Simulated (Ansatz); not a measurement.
For SnPt (P6₃/mmc, No. 194), PBEsol in Ansatz (PAW) gives:

```
Item                             Result
------------------------------  -------
equilibrium lattice constant a  4.124 Å
c axis length                   5.441 Å
```

What does r²SCAN (Ansatz, an electronic-structure program, PAW) give for the same quantities?


- lattice constant a: 4.137 Å (goes up by 0.3 %)
- lattice parameter c: 5.477 Å (grows by 0.7 %)

Changes are worked out from the printed values.

Unless a cell is named, each level is at its own relaxed cell (PBEsol 20.04, r²SCAN 20.30 Å³/atom).

Levels without +SOC leave out spin–orbit coupling, which shifts energies and cells of such heavy elements.

The crystal itself was run without spin with PBEsol, r²SCAN; a magnetic state was not tried in these runs.

Ansatz's density-functional and Hartree–Fock values are scalar-relativistic unless marked +SOC, with PAW data made under PBE.
